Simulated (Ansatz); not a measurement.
Functionals compared on CH3 on graphene, one in a 3x3 cell, started at the site 'top C', in Ansatz (plane waves, PAW). The structure was relaxed with PBE; the other rows are single points on it, each with its references at the same level. Cutoff 420 eV (500 eV for r2SCAN).

Model: 22-atom slab, 4x4x1 mesh, Fermi-Dirac 0.05 eV, dipole correction, 1 atoms held, the rest relaxed; no symmetry held; spin-polarised, no spin-orbit, no U, no dispersion correction. At the end it is bonded to C. In PBE it is, or lies within 0.03 eV of, the lowest of the starts that converged. These notes are the PBE run's. r2SCAN: The program's check for a lower electronic state was not made. Adsorption energies are against CH4(g) − ½ H2(g). A negative adsorption energy means that the adsorbate is more stable on the surface than in its reference.

A dash marks a value that is undefined for that row or was read on another mesh.

| functional | adsorption energy (eV) | work function of the top face (eV) | change of the work function (eV) | magnetic moment of the cell (μB) | rough cost of the single point |
|---|---|---|---|---|---|
| PBE | 2.26 | 3.79 | -0.45 | 1.00 | – |
| RPBE | 2.43 | 3.69 | -0.44 | 1.00 | roughly 2.1 core-minutes |
| r2SCAN | … | – | – | 1.00 | very roughly 4 core-minutes |

Fill in the missing entries.


- r2SCAN, adsorption energy (eV): 2.09

Ansatz is a quantum-chemistry and plane-wave program.
